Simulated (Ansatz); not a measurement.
Quick settings and what they miss: NaSrHfBiO6 (F-43m, 10 atoms in the cell)

Self-consistent single point.

```yaml
crystal:
  lattice:
    - [0.00000, 4.15996, 4.15996]
    - [4.15996, 0.00000, 4.15996]
    - [4.15996, 4.15996, 0.00000]
  atoms:
    - { symbol: Na, position: [0.75000, 0.75000, 0.75000] }
    - { symbol: Sr, position: [0.25000, 0.25000, 0.25000] }
    - { symbol: Hf, position: [0.50000, 0.50000, 0.50000] }
    - { symbol: Bi, position: [0.00000, 0.00000, 0.00000] }
    - { symbol: O, position: [0.74740, 0.25260, 0.25260] }
    - { symbol: O, position: [0.74740, 0.25260, 0.74740] }
    - { symbol: O, position: [0.25260, 0.74740, 0.74740] }
    - { symbol: O, position: [0.25260, 0.74740, 0.25260] }
    - { symbol: O, position: [0.74740, 0.74740, 0.25260] }
    - { symbol: O, position: [0.25260, 0.25260, 0.74740] }
```

Level of theory: PBEsol, default PAW files made with PBE (plane waves; Ansatz, a quantum-chemistry and plane-wave program).

Base settings: basis.ecutwfc = 30.9 Ry; kpoints.mp_grid.grid = 6 6 6; hamiltonian.xc = pbesol; hamiltonian.pseudopotentials = {kind: paw} (the program's default PAW files); scf.occupations.method = gaussian; scf.occupations.width = 0.0037 Ry.

Tight run (finer mesh or higher cutoff; not a proven limit): basis.ecutwfc: 30.9 Ry → 43.4 Ry; kpoints.mp_grid.grid: 6 6 6 → 9 9 9; scf.convergence.dr2_threshold: default (1e-07 eV) → 1e-09 eV. It gave top of the valence band (on the code's own zero) 8.29 eV; gap on the k-point mesh 1.33 eV; pressure -4.78 GPa; largest force (vector length) 0.252 eV/Å.

Quick runs, as changes from the base:
- A: the base itself
- B: basis.ecutwfc: 30.9 Ry → 15.4 Ry; kpoints.mp_grid.grid: 6 6 6 → 4 4 4; scf.occupations.method: gaussian → cold; scf.occupations.width: 0.0037 Ry → 0.02 Ry; scf.convergence.dr2_threshold: default (1e-07 eV) → 0.001 eV; width narrowed by the program to 0.1340 eV
- C: basis.ecutwfc: 30.9 Ry → 21.7 Ry; kpoints.mp_grid.grid: 6 6 6 → 8 8 8
- D: basis.ecutwfc: 30.9 Ry → 24.6 Ry
- E: basis.ecutwfc: 30.9 Ry → 24.6 Ry; kpoints.mp_grid.grid: 6 6 6 → 2 2 2; scf.occupations.method: gaussian → fermi_dirac; scf.occupations.width: 0.0037 Ry → 0.01 Ry
- F: basis.ecutwfc: 30.9 Ry → 18.4 Ry; hamiltonian.xc: pbesol → lda; scf.convergence.dr2_threshold: default (1e-07 eV) → 0.0001 eV [LDA (PW92)]

Energies are extrapolated to zero smearing width, which holds to low order in the width alone.

Dashes: energy of F, another energy zero.

Gaps are read on each run's own mesh, which may miss the band edges.

† marks runs with another functional, U, potentials or spin treatment: their distance from the tight run is not a convergence error alone.

The count of work is k-points × plane waves × bands × iterations; it is no time. 

Pressures in the table are Ansatz's without its Pulay estimate, at a fixed set of plane waves; the tight run's value above holds the estimate.

The starting cell comes from a database of computed structures (which also holds hypothetical and non-ambient phases and stackings), without a prior relaxation at this level. Its lattice was rescaled by a random factor within 2.5 % of one. Spin-orbit coupling is off. In the base run, with a pressure of about -5 GPa the cell is away from its equilibrium volume at this level.

```csv
run,energy less tight (meV/atom),pressure less tight (GPa),largest miss in a force vector (eV/Å),gap on the mesh less tight (eV),count of work / tight
A,4.4,-0.56,0.001,-0.014,0.22
B,4225.0,-184.98,0.547,-0.329,0.033
C,352.2,-23.79,0.055,-0.063,0.23
D,96.8,-7.96,0.019,-0.034,0.16
E,122.5,-7.54,0.147,-0.062,0.030
F†,–,-78.17,0.257,-0.258,0.076
```

Among the runs at the tight run's level, the energy misses run from 4.4 to 4225.0 meV/atom.

Keys are those of Ansatz 0.2.
